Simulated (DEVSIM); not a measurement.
Structure: illuminated Si n-on-p cell, one wavelength, at 300 K.

Layer 1 from the left is Si, thickness (μm) 0.0550, Nd (cm⁻³) 2.8e18, τn (s) 0.00034, τp (s) 2.3e-5, absorption coefficient (cm⁻¹) 2600. Layer 2 from the left is Si, thickness (μm) 260, Na (cm⁻³) 1.9e17, τn (s) 0.00095, τp (s) 0.00095, absorption coefficient (cm⁻¹) 2600.

Left contact: ohmic, minority hole recombination velocity 1e5 cm/s. Right contact: ohmic, minority electron recombination velocity 1000 cm/s. Voltage is applied to the left contact. Recombination: SRH at mid-gap, radiative, Auger. Light enters at the left, 2.9e18 photons cm⁻² s⁻¹, one pass, no reflection. Mobility is μmin + (μ − μmin)/(1 + (N/Nref)^α).

Constants are typed, rounded textbook-type inputs, not results; the design itself was drawn at random and stands for no fabricated device. Values at 300 K.

Si: gap (eV) 1.124, affinity (eV) 4.05, permittivity 11.7, Nc (cm⁻³) 2.86e19, Nv (cm⁻³) 3.1e19, μn (cm²/Vs) 1417, μp (cm²/Vs) 470, μn,min 52, μp,min 45, Nref,n 9.7e16, Nref,p 2.2e17, αn 0.68, αp 0.72, B (cm³/s) 4.7e-15, Cn (cm⁶/s) 2.8e-31, Cp (cm⁶/s) 9.9e-32.

Model (solved in DEVSIM): 1D drift-diffusion, Boltzmann statistics, complete ionisation; no tunnelling, impact ionisation, image-force lowering or self-heating.

What does the simulation give for the largest field in the device at zero bias, the dark forward voltage at 1 A/cm², the potential step across the device at zero bias?

largest field in the device at zero bias 220000 V/cm; dark forward voltage at 1 A/cm² 0.731 V; potential step across the device at zero bias 0.932 V.
